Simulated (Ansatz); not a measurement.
**MgS: energy against strain**

MgS (rock salt, Fm-3m, 16.868 Å³/atom at rest, cube axes along x, y and z) under a strain ε along a cube axis (axis z), the other axes held. LDA in Ansatz, a plane-wave DFT program (PAW, default set), 420 eV, 11×11×11 Γ-centred mesh, Fermi-Dirac smearing 0.05 eV; ions are relaxed within the symmetry of each cell.

Here s stands for strain and y for E less E0.

```csv
strain (%),E less E0 (meV/atom)
-1.50,2.05
-1.00,0.89
-0.50,0.22
0.00,0.00
0.50,0.21
1.00,0.83
1.50,1.83
3.00,?
```

### Question
Using a parabola, estimate the missing y at s = 3.00 from the other rows, showing the fit.

### Answer
Least squares gives y = -0.001 - 0.0564·s + 0.8624·s². Residuals (row less fit): 0.026, -0.028, -0.023, 0.001, 0.024, 0.025, -0.025; standard error 0.031 (degrees of freedom: 4). Twice the quadratic coefficient over the volume, 2 × 0.8624 meV × 10⁴ × 0.1602 / 16.868 Å³, is the elastic constant C11 = 164 ± 3 GPa. At the withheld row, y = -0.001 - 0.0564 × 3.0 + 0.8624 × 3.0² = 7.591 meV/atom. The calculation gives 6.91 meV/atom, 0.681 meV/atom below the prediction (9.9 % of the range of y in the table). The row lies outside the fitted rows, so this is an extrapolation. From the scatter of the fitted rows alone, a prediction at this place has a standard error of 0.117 meV/atom, so the miss is 5.8 times that.

One order more, fitted to all 13 runs of the series, follows each within 0.01, so the miss is the next term of a smooth law. Rows are the converged runs of the series near zero and its far end; series whose fitted rows scatter by over a few per cent of the range, as at a crossing or softening among them, aren't shown in this form. Most that stay on the fit to the last digits aren't either.
